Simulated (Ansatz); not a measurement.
Response to strain in hypothetical NiAs type KF

Base system: KF in the NiAs type structure (space group P6_3/mmc, No. 194; a = 3.739 Å, c = 6.598 Å; a hypothetical phase, not in the database extracts checked). Axes: x lies along a and z along c of the hexagonal cell.

Strains are applied to the cell and any free atomic positions relax; under biaxial strain the out-of-plane vector relaxes too.

All numbers come from plane-wave PAW DFT at the PBE level (Ansatz, a quantum-chemistry and plane-wave program, 420 eV), no SOC.

Notes on the quantities. energy relative to the base: free energy F; pressure: mean of the normal stresses, compression positive.

```json
[
 {"case": "base", "energy relative to the base": "0 meV/atom", "volume per atom": "19.97 Å³", "pressure": "0.00 GPa", "space group": "P6_3/mmc (No. 194)"},
 {"case": "biaxial strain +1.78 %, plane normal [001], relaxed out of plane", "energy relative to the base": "–", "volume per atom": "20.56 Å³", "pressure": "-0.70 GPa", "space group": "P6_3/mmc (No. 194)"},
 {"case": "biaxial strain +2.14 %, plane normal [001], relaxed out of plane", "energy relative to the base": "–", "volume per atom": "?", "pressure": "?", "space group": "P6_3/mmc (No. 194)"},
 {"case": "isotropic strain +1.75 %", "energy relative to the base": "+4.6 meV/atom", "volume per atom": "21.04 Å³", "pressure": "-1.31 GPa", "space group": "P6_3/mmc (No. 194)"},
 {"case": "isotropic strain +4.34 %", "energy relative to the base": "+26 meV/atom", "volume per atom": "22.69 Å³", "pressure": "-2.69 GPa", "space group": "P6_3/mmc (No. 194)"},
 {"case": "uniaxial strain ε_yy = −5.32 %", "energy relative to the base": "+8.6 meV/atom", "volume per atom": "18.91 Å³", "pressure": "1.61 GPa", "space group": "Cmcm (No. 63)"},
 {"case": "tensor shear ε_yz = +1.11 %", "energy relative to the base": "+0.4 meV/atom", "volume per atom": "19.97 Å³", "pressure": "0.02 GPa", "space group": "C2/m (No. 12)"},
 {"case": "tensor shear ε_yz = +2.69 %", "energy relative to the base": "+2.2 meV/atom", "volume per atom": "19.96 Å³", "pressure": "0.11 GPa", "space group": "C2/m (No. 12)"},
 {"case": "tensor shear ε_yz = +1.32 %", "energy relative to the base": "+0.6 meV/atom", "volume per atom": "19.97 Å³", "pressure": "0.03 GPa", "space group": "C2/m (No. 12)"},
 {"case": "tensor shear ε_yz = +1.51 %", "energy relative to the base": "+0.7 meV/atom", "volume per atom": "19.97 Å³", "pressure": "0.03 GPa", "space group": "C2/m (No. 12)"}
]
```

Q: Complete the table.

A: 
- biaxial strain +2.14 %, plane normal [001], relaxed out of plane, volume per atom: 20.68 Å³
- biaxial strain +2.14 %, plane normal [001], relaxed out of plane, pressure: -0.84 GPa

No phonon test of stability was made.
